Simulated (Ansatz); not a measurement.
```
CELL_PARAMETERS angstrom
      3.57963     0.00000     0.00000
      0.00000     3.57963     0.00000
      0.00000     0.00000     8.23032
ATOMIC_POSITIONS crystal
  Hf 0.00000 0.50000 0.74386
  Hf 0.50000 0.00000 0.25614
  Si 0.00000 0.00000 0.00000
  Si 0.50000 0.50000 0.00000
  Se 0.50000 0.00000 0.62023
  Se 0.00000 0.50000 0.37977
```

All values below come from PBEsol, DFPT electron-phonon coupling, linearised Boltzmann equation (plane waves, PAW, scalar-relativistic; Ansatz, a first-principles code). Cell: relaxed with this functional, without spin-orbit coupling.

**Question.** Estimate the phonon-limited resistivity at 100 K, by direction if it differs.

**Answer.** 2.3 (x), 2.3 (y), 10.3 (z) μΩ·cm.

A metal at this level (no band gap). Only scattering by harmonic phonons is included (no impurities, grain boundaries, electron-electron scattering or thermal expansion). Spin-orbit coupling is left out, which matters with elements this heavy. Halving the electron mesh (24x24x12) moves the resistivity by up to 13 % at 100 K. Smearing 0.20 eV; phonons on a 4x4x2 q mesh, which this run doesn't test.

Formula and space group known from diffraction (Crystallography Open Database), not checked to be the room-temperature form: HfSiSe (P4/nmm).
